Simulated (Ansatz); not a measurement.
**TlBr in the zinc blende structure (space group F-43m, No. 216; a hypothetical phase, not in the database extracts checked)**

```cif
data_Br4Tl4
_chemical_formula_sum 'Br4 Tl4'
_space_group_name_H-M_alt 'F-43m'
_space_group_IT_number 216
_space_group_name_Hall 'F -4 2 3'
_cell_length_a 7.50179
_cell_length_b 7.50179
_cell_length_c 7.50179
_cell_angle_alpha 90.000
_cell_angle_beta 90.000
_cell_angle_gamma 90.000
loop_
_atom_site_label
_atom_site_type_symbol
_atom_site_symmetry_multiplicity
_atom_site_Wyckoff_symbol
_atom_site_fract_x
_atom_site_fract_y
_atom_site_fract_z
_atom_site_occupancy
Br1 Br 4 c 0.25000 0.25000 0.25000 1
Tl1 Tl 4 a 0.00000 0.00000 0.00000 1
```
(The calculation used a cell of 2 atoms; values per cell refer to that cell.)

Method: Ansatz (a first-principles code) PBE, no SOC. Γ-centred 8×8×8 mesh, Fermi–Dirac width 0.05 eV.

```yaml
volume_per_atom: 52.77 Å³
density: 4.47 g/cm³
band_gap: 2.95 eV, indirect, W → X
electron_mass: 1.8 mₑ along k, 0.54 mₑ across
Lowest conduction-band minima above the VBM: X along ⟨100⟩ 2.95 eV; a point along ⟨110⟩, about 0.4 Å⁻¹ from Γ 3.80 eV; a point along ⟨111⟩, about 0.4 Å⁻¹ from Γ 3.86 eV
total_energy: -7114.478 eV/atom (σ→0; compares only within this code and set-up)
```

With Tl present, leaving out spin-orbit coupling can change the band edges. Masses are band curvatures over ±0.01 Å⁻¹ around the edge. Along k means along the line from Γ to the band edge. No phonon test of stability was made.
